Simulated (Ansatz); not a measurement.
## Pressure series in PtGe

The parent structure is PtGe (space group Pnma, No. 62; a = 5.8187 Å, b = 3.7571 Å, c = 6.1752 Å).

Cell and atoms are relaxed at each pressure.

The values are results of PBE in Ansatz (plane waves to 420 eV, PAW, no spin-orbit coupling), not measurements.

Two rows of this table had their results exchanged by mistake.

| pressure | volume per atom (Å³) | shortest distance (Å) | band gap |
|---|---|---|---|
| pressure −2 GPa | 17.13 | 2.512 | zero |
| pressure −1 GPa | 17.00 | 2.511 | zero |
| pressure 0.3 GPa | 15.90 | 2.488 | zero |
| pressure 0.7 GPa | 16.79 | 2.506 | zero |
| pressure 1.5 GPa | 16.70 | 2.505 | zero |
| pressure 3 GPa | 16.54 | 2.502 | zero |
| pressure 5 GPa | 16.34 | 2.498 | zero |
| pressure 7.5 GPa | 16.11 | 2.493 | zero |
| pressure 10 GPa | 16.84 | 2.507 | zero |

Task: Which two?

Result: The rows for pressure 0.3 GPa and pressure 10 GPa: the volume has to fall steadily with pressure, so 16.84 Å³ belongs to pressure 0.3 GPa and 15.90 Å³ to pressure 10 GPa.

Load acts through the strain it causes; cell and atoms are relaxed under it. Whether these cells are dynamically stable was not tested. Competing high-pressure phases were not computed. All final runs are without spin polarisation.

Ansatz is a quantum-chemistry and plane-wave program.
